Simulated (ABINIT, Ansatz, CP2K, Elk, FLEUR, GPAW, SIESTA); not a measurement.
## AlN (P6_3mc, 4 atoms in the cell) computed with different codes at matched settings

Self-consistent single point.

```yaml
crystal:
  lattice:
    - [3.13485, 0.00000, 0.00000]
    - [-1.56742, 2.71486, 0.00000]
    - [0.00000, 0.00000, 5.02699]
  atoms:
    - { symbol: Al, position: [0.66667, 0.33333, 0.49929] }
    - { symbol: Al, position: [0.33333, 0.66667, 0.99929] }
    - { symbol: N, position: [0.66667, 0.33333, 0.88071] }
    - { symbol: N, position: [0.33333, 0.66667, 0.38071] }
```

Shared settings, as Ansatz (a first-principles code) writes them: kpoints.mp_grid.grid = 12 12 7; scf.occupations.method = fixed. Potentials and cutoffs stand in the table.

```tsv
code	model	largest force (eV/Å)	gap on the mesh (eV)	cutoff
FLEUR	LDA (Perdew-Zunger), all-electron FLAPW (FLEUR), scalar-relativistic valence	0.007	4.028	Kmax 4.6 1/bohr
GPAW	LDA (Perdew-Wang 92), GPAW PAW datasets LDA (gpaw-data 1.0.1)	0.008	4.056	900 eV
ABINIT	LDA (PW92), norm-conserving pseudopotentials (PseudoDojo nc-sr-04 LDA standard)	0.007	4.035	1143 eV
Ansatz	LDA (PW92), PAW files made with PBE	0.005	4.019	default
Elk	LDA (PW92), all-electron FP-LAPW, Elk's shipped species files, LAPW+lo basis	–	4.010	rgkmax 7.5
SIESTA	LDA PW92, numerical atomic orbitals DZP, PseudoDojo LDA standard norm-conserving potentials (rewritten from UPF to PSML)	0.016	4.176	grid 350 Ry
CP2K	LDA (Pade form), GPW, DZVP-MOLOPT-SR-GTH basis, GTH-PADE potentials (GTH_POTENTIALS)	0.017	4.098	grid 400 Ry
```

A dash marks a value that a program does not give, or that is left out as unsure.

Gaps are read on the mesh.

The spread over the programs that give each value: largest force within 0.012 eV/Å; gap on the mesh within 0.166 eV.

SIESTA and CP2K use small atom-centred bases, whose incompleteness enters pressures, forces and empty levels differently from a plane-wave cutoff. FLEUR and Elk treat all electrons, but the usual bases taken here (sphere radii, linearisation, local orbitals, empty states) were not tested for convergence, so the values are no reference for the others. In the pressure, SIESTA (by 1.52) lies more than 1 GPa from the median of the plane-wave programs. In the gap, SIESTA (by 0.140) lies more than 0.12 eV from the median of the plane-wave programs.

The starting cell comes from a database of computed structures (which also holds hypothetical and non-ambient phases and stackings), without a prior relaxation at this level. Its lattice was rescaled by a random factor within 2.5 % of one.

Keys are those of Ansatz 0.2.
